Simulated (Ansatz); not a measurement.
The starting structures come from a database of crystals and need not be the phases stable at ambient conditions.

 Where the default PAW files enter, the runs use the earlier of Ansatz's two default sets.

# Evanescent states of ScAlCO (P6_3mc, not sure to be the ambient phase, 8 atoms a cell, 11.6 Å³ an atom) along the normal of (100)

Calculation: r2SCAN (plane waves, PAW; Ansatz, a first-principles code).

The gap is the functional's own, uncorrected, and κ follows it; spin-orbit coupling is left out. Mid-gap values are interpolated between the computed energies.

Energies count from the valence-band top; κ is the least over a 10×4 mesh across the current.

| E (eV) | κ (1/Å) | where |
|---|---|---|
| 0.04 | 0.060 | Γ |
| 0.14 | 0.104 | Γ |
| 0.23 | 0.138 | Γ |
| 0.32 | 0.156 | Γ |
| 0.41 | 0.172 | Γ |
| 0.49 | 0.185 | Γ |
| 0.58 | 0.196 | Γ |
| 0.68 | 0.207 | Γ |
| 0.77 | 0.211 | off Γ |
| 0.85 | 0.203 | off Γ |
| 0.94 | 0.193 | off Γ |
| 1.03 | 0.181 | off Γ |
| 1.12 | 0.167 | off Γ |
| 1.22 | 0.149 | off Γ |
| 1.30 | 0.126 | off Γ |
| 1.40 | 0.096 | off Γ |
| 1.49 | 0.041 | off Γ |

Question: How thick must the barrier be to attenuate the transmission by 10^4 when the electrodes' Fermi level lies at 1.30 eV, and what attenuation does that film give at 0.85 eV?

Answer: d = 4 ln 10 / (2 × 0.126) = 36.5 Å. At 0.85 eV it gives 4 × 0.203/0.126 = 6.4 decades.
